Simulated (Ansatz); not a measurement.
# TaGe (model structure, started from the CoSn type, P6/mmm, No. 191, 6 atoms in the cell): properties by level of theory

```tsv
level (code)	equilibrium lattice constant a (Å)	lattice parameter c (Å)
PBE (Ansatz)	[?]	4.397
PBEsol (Ansatz)	5.556	4.347
PBE-D3(BJ) (Ansatz)	5.572	4.348
```

Q: What belongs in the gaps?

A: 
- PBE (Ansatz, a program for electronic structure), equilibrium lattice constant a (Å): 5.617

Ansatz's density-functional and Hartree–Fock values are scalar-relativistic unless marked +SOC, with PAW data made under PBE.

A model structure was made by putting elements into a prototype or built by hand; it is no filed structure, need not be a known phase, and can be a saddle point held by its symmetry.
